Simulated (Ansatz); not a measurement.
Where the default PAW files enter, the runs use the earlier of Ansatz's two default sets.

Data:

```xyz
2
Lattice="2.5178 0.0000 0.0000 -1.2589 2.1805 0.0000 1.2589 0.7268 2.0558" Properties=species:S:1:pos:R:3 pbc="T T T"
C      0.0000     1.4537     1.0279
C      1.2589     0.7268     0.5139
```

Space group of this cell: Fd-3m, diamond. The cell is taken as given.

Computed with r2SCAN (plane waves, PAW; Ansatz, a program for electronic structure).

The current runs along the normal of the first two printed vectors; no spin-orbit coupling. Scaled by the factor s: the length along the current (ions clamped). Meshes 16×16×16 and 18×18 across the current in all rows.

```tsv
s	mean pressure (GPa)	slowest mid-gap decay constant κ (1/Å)
0.97	14.9	0.296
1.00	-0.2	0.252
1.03	-12.3	?
```

Q: Take the slope of the slowest mid-gap decay constant κ against ln s from the two given rows, extrapolate to s = 1.03, and say what the run there gives.

A: Slope = (0.296 − 0.252) / ln 0.97 = -1.44 1/Å. The line gives 0.252 + (-1.44) × ln 1.03 = 0.209 1/Å. The run gives 0.213 1/Å, 0.004 1/Å over the line, 9 % of the predicted step.
